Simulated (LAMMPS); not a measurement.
LAMMPS 22 Jul 2025, classical MD, Born-Mayer-Huggins in the Tosi-Fumi form: NaCl, 21952 atoms.

```text
units metal
atom_style charge
read_data unit.data
replicate 14 14 14
pair_style born/coul/long 10.0
pair_coeff 1 1 0.2637 0.317 2.340 1.048553 -0.49935
pair_coeff 1 2 0.21096 0.317 2.755 6.99055303 -8.6757
pair_coeff 2 2 0.158221 0.317 3.170 72.40215 -145.427161
kspace_style pppm 0.0001
velocity all create 1800 4928 dist gaussian loop geom
fix 1 all nve
fix 2 all langevin 900 900 0.08 9876 zero yes
timestep 0.002
thermo 100
run 300
reset_timestep 0
write_restart start.rst
```

```text
read_restart start.rst
pair_style born/coul/long 10.0
pair_coeff 1 1 0.2637 0.317 2.340 1.048553 -0.49935
pair_coeff 1 2 0.21096 0.317 2.755 6.99055303 -8.6757
pair_coeff 2 2 0.158221 0.317 3.170 72.40215 -145.427161
kspace_style pppm 0.0001
neighbor 2.0 bin
neigh_modify every 1 delay 0 check no
fix 1 all nve
timestep 0.002
thermo_style custom step temp pe etotal press
thermo_modify format float %.10g
thermo 100
group probe id 1:48
dump probe probe custom 1000000 forces.txt id fx fy fz
dump_modify probe sort id format float %.8g
run 400
```

```bash
# ahead of the timed run: OMP_NUM_THREADS=1 mpirun -np 48 lmp -in in.warm -log none -nocite
OMP_NUM_THREADS=1 mpirun -np 32 lmp -in in.lmp -log log.lammps -nocite
```

Machine: one whole node, Arm Neoverse V2, 96 cores on 1 socket, no SMT, 1 L3 cache group; 94 cores' worth of CPU time may be used.

On 32 ranks this takes 2.2 s. Each time is the median wall time of two to five repeats, run one at a time on the otherwise empty machine; start-up is included. Unless noted, each process is bound to its own block of adjacent cores. The build: PyPI wheel: MPICH, OPENMP and OPT packages; another build can shift the numbers. Scratch files lie in a memory file system. A preparatory run goes ahead and isn't timed.

Task: What should be changed to get the same answer (within 1.0 meV/atom in energy, 10 meV/Å in forces on 48 atoms, 0.20 meV an atom in drift of the total energy) sooner? Keep to 32 cores.

Result: Several could match; the one computed here: going from neigh_modify = every 1 delay 0 check no to neigh_modify = every 10 delay 0 check yes, one of the fastest of the measured ones that keep the result.

```diff
-neigh_modify every 1 delay 0 check no
+neigh_modify every 10 delay 0 check yes
```

Time: 2.2 s to 1.3 s (1.7× as fast). Rebuilds go from 400 to 15, Neigh from 0.83 to 0.031 s and Pair from 0.64 to 0.63 s. These two results differ by: energy equal as printed, forces on 48 atoms equal as printed, drift of the total energy under 0.001 meV an atom. Others tried: neigh_modify = every 1 delay 10 check yes (1.3 s); neigh_modify = every 1 delay 0 check yes (1.3 s).
